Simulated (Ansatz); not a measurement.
**Worked example: self-consistent single point of SrAlSiH (P3m1, 4 atoms in the cell) in Ansatz (an electronic-structure program)**

Method: LDA (PW92), default PAW files made with PBE (plane waves; Ansatz).

Input as run:

Ansatz 0.2 input:
```yaml
crystal:
  lattice:
    - [4.250537, 0.000000, 0.000000]
    - [-2.125268, 3.681073, 0.000000]
    - [0.000000, 0.000000, 4.989604]
  atoms:
    - { symbol: Sr, position_ang: [0.000000, 0.000000, 0.000898] }
    - { symbol: Al, position_ang: [2.125271, 1.227023, 2.297363] }
    - { symbol: Si, position_ang: [-0.000002, 2.454050, 2.767933] }
    - { symbol: H, position_ang: [2.125271, 1.227023, 0.537131] }
basis:
  ecutwfc: 420.0
kpoints:
  mp_grid: { grid: [7, 7, 5] }
hamiltonian:
  xc: lda
  pseudopotentials: { kind: paw }
scf:
  occupations: { method: fermi_dirac, width: 0.02 }
output:
  forces: true
  eigenvalues: true
  stress: true
```

The program printed (abridged):

```
WARN the atoms were moved onto the symmetric positions of the space group found under crystal.symmetry.tolerance 1.0e-5 (fractional …
WARN ansatz: RAYON_NUM_THREADS=1 ignored (pool sized by the plan → 1); use --threads N
Pseudopotentials: kind: paw
Pseudopotential: Sr, paw, valence charge 10
Pseudopotential: Al, paw, valence charge 3
Pseudopotential: Si, paw, valence charge 4
Pseudopotential: H, paw, valence charge 1
Crystal: 4 atoms, lattice volume = 78.070 Å³
Basis set: ecut = 420 eV, 1511 PW (Γ)
Bands: 13, of which v1, the nominal top of the filled ones, is band 9 counted from 1 (8 counted from 0)
Symmetry: 6 space group operations
Space group: P3m1 (ITA 156), of the structure as read, at distance tolerance 4.3e-5 Å
k-points: 32 of 245 (time reversal used)
PAW frozen core: Sr, regenerated for the run's functional, and the local potential with it
PAW frozen core: Al, regenerated for the run's functional, and the local potential with it
PAW frozen core: Si, regenerated for the run's functional, and the local potential with it
Initial density: superposition of atomic densities (neutral atoms: chi_scale 0, normalization atom), corrected by the library's trained network
Initial wavefunctions: pseudopotential atomic-orbital guess
Eigensolver: davidson
Functional: x = slater, c = lda
SCF iter   1: F=—  HF=-4583.374168 eV  |F-HF|=—  |Δ(HF+E_count)|=         —  Δρ=6.59e-3  dr2=2.76e-2  ethr=1.77e-3  ⟨swp⟩=7.4  Hψ=3310  notcnv=0
all-band conjugate gradients solve this SCF's bands
preconditioner: auto → Resta (q_TF=auto, 2.136 Å⁻¹)
SCF iter   2: F=—  HF=-4583.368111 eV  |F-HF|=—  |Δ(HF+E_count)|=   6.06e-3  Δρ=3.36e-3  dr2=7.96e-3  ethr=1.54e-4  ⟨swp⟩=1.5  Hψ=728  notcnv=0
SCF iter   3: F=—  HF=-4583.366069 eV  |F-HF|=—  |Δ(HF+E_count)|=   2.04e-3  Δρ=4.68e-4  dr2=1.66e-4  ethr=4.42e-5  ⟨swp⟩=2.9  Hψ=705  notcnv=0
SCF iter   4: F=—  HF=-4583.366039 eV  |F-HF|=—  |Δ(HF+E_count)|=   3.03e-5  Δρ=1.22e-4  dr2=1.43e-5  ethr=9.24e-7  ⟨swp⟩=2.1  Hψ=661  notcnv=0
SCF iter   5: F=—  HF=-4583.366040 eV  |F-HF|=—  |Δ(HF+E_count)|=   1.41e-6  Δρ=2.60e-5  dr2=6.13e-7  ethr=7.95e-8  ⟨swp⟩=2.0  Hψ=694  notcnv=0
SCF iter   6: F=-4583.366040 eV  HF=-4583.366040 eV  |F-HF|=3.41e-8  |Δ(HF+E_count)|=   6.85e-9  Δρ=7.11e-6  dr2=6.72e-8  ethr=5.56e-10  ⟨swp⟩=6.7  Hψ=2287  notcnv=0
SCF 1 converged in 6 iterations: F = -4583.366040 eV  dr2 = 6.72e-8
SCF converged after 6 iterations
Free energy (F): -4583.366040 eV
Harris-Foulkes:  -4583.366040 eV  (|F-HF|=3.41e-8)
Internal energy: -4583.366040 eV  (E = F + TS)
E sigma→0 (E₀):  -4583.366040 eV
Fermi energy:    6.628622 eV
--- Per-component energies (eV) ---
  E_band       = -95.280318
  E_kinetic    = 320.164357
  E_local      = -721.458972  (includes V_loc(G=0)·N_el)
  E_nonlocal   = 244.721294
  E_hartree    = 180.376074
  E_xc         = -273.734545
  E_vxc        = -248.734707  (∫ρ·V_xc dr)
  E_paw        = -3526.889144  (= ΣΔE_a)
  E_vpaw       = -50.721352  (= ΣTr[D̂ρ^β])
  E_aug_tail   = -0.001163  (compensation charges beyond the density's cutoff)
  E_ewald      = -806.978124
  E_core_change = 0.434183  (= ΣΔE_core)
  E_smearing   = -0.000000  (= −TS)
  E_closure    = -0.000000  (closes the sum)
  Σ components = -4583.366040   (vs F -4583.366040, Δ=0.00e0)
--- Forces (eV/Å), atoms counted from 1 ---
  atom   1  Sr     0.00000000     0.00000000     0.00803928
  atom   2  Al    -0.00000000     0.00000000     0.00982327
  atom   3  Si     0.00000000    -0.00000000     0.00074612
  atom   4  H      0.00000000    -0.00000000    -0.01859737
  max |Σ_I F_I| component: 1.13e-5 eV/Å
--- Stress (GPa, compression-positive) ---
       -4.380710      -0.000000      -0.000000
       -0.000000      -4.380710      -0.000000
       -0.000000      -0.000000      -3.874127
  P = ⅓ Tr σ = -4.2118 GPa (-42.118 kbar)
  The stress holds the Pulay correction. Without it, at fixed plane waves, as pw.x and ABINIT print it: P = -4.2582 GPa
--- Band table (eV; the first three rows and the last of 32) ---
  k-point 0: bands = ["-28.6290", "-10.7602", "-10.5983", "-10.5983", "-2.8349", "2.0993", "5.0237", "5.8040", "5.8040", "7.8604", "9.3534", "9.3534", "10.6525"]
  k-point 1: bands = ["-28.6288", "-10.7794", "-10.5973", "-10.5973", "-2.6505", "1.5374", "5.5404", "5.9160", "5.9160", "8.0737", "8.7576", "8.7576", "10.0661"]
  k-point 2: bands = ["-28.6283", "-10.8100", "-10.5958", "-10.5958", "-2.2824", "0.7357", "6.1350", "6.1350", "6.3095", "8.2487", "8.2487", "8.3333", "9.2363"]
  k-point 31: bands = ["-28.6151", "-10.7780", "-10.7482", "-10.7091", "-0.7002", "0.6074", "2.7710", "3.6241", "5.2705", "8.7396", "10.0296", "10.3672", "10.9590"]
```

The run converged in 6 iterations.

The starting cell comes from a database of computed structures (which also holds hypothetical and non-ambient phases and stackings), without a prior relaxation at this level. Its lattice was rescaled by up to half a per cent. With a pressure of about -4 GPa the cell is away from its equilibrium volume at this level. Ansatz's pressure includes its estimate of the finite-basis (Pulay) stress.
